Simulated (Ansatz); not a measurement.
Take LiNbO₃ (space group R3c, No. 161) as the base.

```yaml
crystal:
  lattice:
    - [2.56733, 1.48225, 4.60804]
    - [-2.56733, 1.48225, 4.60804]
    - [0.00000, -2.96450, 4.60804]
  atoms:
    - { symbol: Li, position: [0.28078, 0.28078, 0.28078] }
    - { symbol: Li, position: [0.78078, 0.78078, 0.78078] }
    - { symbol: Nb, position: [0.99839, 0.99839, 0.99839] }
    - { symbol: Nb, position: [0.49839, 0.49839, 0.49839] }
    - { symbol: O, position: [0.10932, 0.35998, 0.71863] }
    - { symbol: O, position: [0.71863, 0.10932, 0.35998] }
    - { symbol: O, position: [0.35998, 0.71863, 0.10932] }
    - { symbol: O, position: [0.21863, 0.85998, 0.60932] }
    - { symbol: O, position: [0.85998, 0.60932, 0.21863] }
    - { symbol: O, position: [0.60932, 0.21863, 0.85998] }
```

Cartesian axes are those of the cell as printed.

Structures relaxed with Kohn–Sham DFT with the PBEsol functional, run in Ansatz (a program for electronic structure) with PAW and 420 eV plane waves, no spin-orbit coupling.

Base:

Simulated powder pattern, Cu Kα1, λ = 1.54056 Å (kinematic, ideal powder, no thermal factors, no anomalous dispersion; the 8 strongest lines at most, above 2 %, up to 2θ = 90°):

```csv
2θ (°),I/Imax (%),hkl
23.77,100,(012)
32.79,39,(104)
34.92,23,(110)
42.68,13,(202)
48.65,19,(024)
53.39,27,(116)
56.28,15,(122)
61.28,14,(214)
```

After one change:

Simulated powder pattern, Cu Kα1, λ = 1.54056 Å (kinematic, ideal powder, no thermal factors, no anomalous dispersion; the 8 strongest lines at most, above 2 %, up to 2θ = 90°):

| 2θ (°) | I/Imax (%) |
|---|---|
| 23.55 | 100 |
| 23.77 | 98 |
| 24.00 | 96 |
| 32.46 | 38 |
| 32.80 | 38 |
| 33.14 | 37 |
| 34.92 | 67 |
| 62.63 | 34 |

### Question
What was done to the base?
(A) tensor shear ε_xz = +1.20 %
(B) tensor shear ε_xz = +0.40 %
(C) tensor shear ε_xz = +0.80 %

### Answer
A, tensor shear ε_xz = +1.20 %. Its volume per atom is 10.52 Å³ against 10.52 Å³, and its space group is P1 (No. 1).

The cells carry an imposed strain or load. Stability against distortions was not tested.
